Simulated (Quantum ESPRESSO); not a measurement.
**A short convergence ladder for BaGa₂H₂ (P3m1, 5 atoms in the cell)**

```
Ba(GaH)2
1.0
    4.51261     0.00000     0.00000
   -2.25631     3.90804     0.00000
    0.00000     0.00000     4.96539
Ba Ga H
1 2 2
Direct
  0.00000   0.00000   0.01007
  0.33333   0.66667   0.46883
  0.66667   0.33333   0.53117
  0.33333   0.66667   0.13291
  0.66667   0.33333   0.86709
```

Base method: LDA (PZ), GBRV 1.5 ultrasoft (LDA) pseudopotentials (plane waves; Quantum ESPRESSO).

Base settings: ecutwfc = 50 Ry; ecutrho = 250 Ry; occupations = smearing; smearing = fermi-dirac; degauss = 0.0073499 Ry; potentials = {Ba: ba_lda_v1.uspp.F.UPF, Ga: ga_lda_v1.4.uspp.F.UPF, H: h_lda_v1.4.uspp.F.UPF}; K_POINTS = automatic 3 3 3 0 0 0; conv_thr = 1e-10 Ry.

The count of work is k-points × plane waves × bands × iterations; it is no time. 

**The plane-wave cutoff**

Moved along: ecutrho.

The second cell is the first with its lattice scaled by 0.98.

The mesh stays at the base's, so the ladder's end is converged at best in this setting alone.

Only quantities that move along the ladder and can be compared are tabulated.

| ecutwfc | free energy less the last step's (meV/atom) | energy of the compressed cell less the first (meV/atom) | pressure (GPa) | largest difference of a force vector from the last step's (eV/Å) | count of work / last |
|---|---|---|---|---|---|
| 17.5 Ry | 9878.13 | -418.32 | -407.36 | 0.162 | 0.060 |
| 20 Ry | 3724.68 | -81.23 | -180.08 | 0.043 | 0.063 |
| 22 Ry | 1684.34 | -73.67 | -94.40 | 0.021 | 0.078 |
| 25 Ry | 470.61 | -8.07 | -34.30 | 0.003 | 0.096 |
| 28 Ry | 130.58 | -14.13 | -12.39 | 0.001 | 0.11 |
| 50 Ry | 18.33 | -12.30 | -3.42 | 0.000 | 0.27 |
| 120 Ry | 0.00 | -12.30 | -3.35 | 0.000 | 1.0 |

Coarsest ecutwfc that holds the forces within 0.005 eV/Å of the last step, with all finer ones: 25 Ry, at 0.096 of the last step's count of work; the step before is off by 0.021 eV/Å.

Coarsest ecutwfc that holds the pressure within 0.2 GPa of the last step, with all finer ones: 50 Ry, at 0.27 of the last step's count of work; the step before is off by 9.0 GPa.

Coarsest ecutwfc that holds the energy of the compressed cell less the first within 2 meV/atom of the last step, with all finer ones: 28 Ry, at 0.11 of the last step's count of work; the step before is off by 4.2 meV/atom.

At the lowest cutoff the pressure lies 404 GPa under the last step's, the usual sign of Pulay stress in an incomplete plane-wave basis.

On the base run: the starting cell comes from a database of computed structures (which also holds hypothetical and non-ambient phases and stackings), without a prior relaxation at this level. Its lattice was rescaled by up to half a per cent. One atom was moved a little off its site on purpose. In the base run, with a pressure of about -3 GPa the cell is away from its equilibrium volume at this level. Without a gap this mesh is coarse (it stands for a supercell whose shortest vector is 14 Å).
